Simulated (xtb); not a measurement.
xtb 6.7.1, GFN2-xTB: Fc1csc(-c2c(F)c(F)cc(F)c2F)c1, 19 atoms. The geometry is a generated start, not checked to be a minimum at this level.

```json
{
  "run_flags": "--grad",
  "method": "GFN2-xTB",
  "--acc": "1 (default)",
  "--etemp (K)": "300 (default)",
  "basis_functions": "73",
  "valence_electrons": "84"
}
```

```xyz
19

F      4.3907    -0.2445     1.2370
C      3.3304     0.0386     0.4685
C      3.4352     0.6165    -0.7680
S      1.8929     0.8264    -1.4778
C      1.0904     0.1602    -0.1070
C     -0.3709     0.0357    -0.0973
C     -1.2123     1.1266    -0.3544
F     -0.6983     2.3417    -0.6004
C     -2.6005     0.9821    -0.3361
F     -3.3857     2.0392    -0.5829
C     -3.1874    -0.2441    -0.0572
C     -2.3639    -1.3283     0.2096
F     -2.9179    -2.5161     0.4871
C     -0.9751    -1.1945     0.1940
F     -0.2206    -2.2729     0.4584
C      1.9999    -0.2357     0.8583
H      4.3337     0.9178    -1.2868
H     -4.2660    -0.3510    -0.0432
H      1.7255    -0.6978     1.7981
```

One run each on 1 thread. Values of broydamp tried: 0.02, 0.05, 0.1, 0.2, 0.4 (default), 0.6, 0.8, 1.

Task: Predict the course of the SCC iterations along this series.

Result: Fewest SCC iterations, within one of each other: 0.2 with 13, 0.4 (default) with 13, 0.6 with 13, 0.8 with 14, 1 with 14. The count rises to 20 at 0.02. All converge to one solution.

```
broydamp       SCC iterations            end
-------------  --------------  -------------
0.02                       20  same solution
0.05                       18  same solution
0.1                        16  same solution
0.2                        13  same solution
0.4 (default)              13  same solution
0.6                        13  same solution
0.8                        14  same solution
1                          14  same solution
```
